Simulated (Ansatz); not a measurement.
The parent structure is GeS in the GeS type structure (space group Pnma, No. 62; layered, stacked along the Cartesian x axis).

```
GeS
1.0
   10.66162     0.00000     0.00000
    0.00000     3.68167     0.00000
    0.00000     0.00000     4.35534
Ge S
4 4
Direct
  0.62450   0.75000   0.63499
  0.87550   0.25000   0.13499
  0.37550   0.25000   0.36501
  0.12450   0.75000   0.86501
  0.34932   0.75000   0.99493
  0.15068   0.25000   0.49493
  0.65068   0.25000   0.00507
  0.84932   0.75000   0.50507
```

Cartesian axes are those of the cell as printed.

Method: plane-wave PAW DFT at the PBE-D3(BJ) level (Ansatz, a program for electronic structure, 420 eV), no spin-orbit coupling, earlier PAW set.

One thing is altered: the cell is stretched by 4.26 % along z with no lateral relaxation; the atoms relax in the strained cell.

Problem. How does this affect the stress?

Solution. The stress (xx, yy, zz, yz, xz, xy; compression positive) comes out as (-1.28, -2.21, -2.21, 0.00, 0.00, 0.00) GPa.

Problem. Predict the new energy relative to the base.

Solution. The energy rises by 7.0 meV/atom.

No phonon test of stability was made. The D3 term's C6 switches between coordination references near this geometry, which can add small steps to energies.
